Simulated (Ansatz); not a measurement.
Consider SiC in the wurtzite structure (space group P6_3mc, No. 186; a = 3.076 Å, c = 5.048 Å).

Modification: every C is replaced by Ge, then cell and atoms are relaxed.

Levels (all Ansatz, a first-principles code, PAW): PBEsol (420 eV, no spin-orbit coupling); PBEsol+SOC (420 eV, with spin-orbit coupling).

The geometry is relaxed with PBEsol.

| Property | Value |
|---|---|
| PBEsol lowest conduction level above the VBM at special points | M 0.35 eV; Γ 0.40 eV; L 0.61 eV; K 0.96 eV |
| PBEsol smallest direct gap | 0.40 eV |

With PBEsol+SOC at the same geometry, the hole mass amounts to 0.51 mₑ along c, 0.12 mₑ across (at Γ); the lowest conduction level above the VBM at special points becomes M 0.28 eV; Γ 0.34 eV; L 0.55 eV; K 0.90 eV (PBEsol: M 0.35 eV; Γ 0.40 eV; L 0.61 eV; K 0.96 eV); the smallest direct gap decreases by 0.06 eV to 0.34 eV.

Single points use the geometry relaxed with PBEsol. The spin-orbit shifts are approximate. Effective masses come from finite differences of ±0.01 Å⁻¹. Stability against distortions was not tested. For SiGe in this form, whether it has been made was not checked. A zero or small gap of SiGe can be the functional's error rather than a property of the material.
